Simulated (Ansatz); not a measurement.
Consider SrTiO3 in the cubic perovskite structure (space group Pm-3m, No. 221; a = 3.8911 Å). Axes: x, y, z lie along the cube axes.

Computed with PBEsol (Ansatz, a program for electronic structure, PAW, no spin-orbit coupling).

For the base:

The shortest interatomic distance is 1.946 Å and the pressure is -0.01 GPa.

Perturbation: biaxial strain +1.20 %, plane normal [001], relaxed out of plane (Cartesian); in-plane vectors clamped, the third vector and the atoms free.

**Question.** What does the calculation give for the shortest interatomic distance and pressure after the change?

**Answer.** The shortest interatomic distance falls by 0.0133 Å, from 1.946 Å to 1.932 Å; the pressure (mean of the normal stresses, compression positive) falls by 2.948 GPa to -2.95 GPa.

No phonon test of stability was made. All final runs are without spin polarisation. Many cubic perovskites are stable only at high temperature; tilts and polar distortions were not tested.
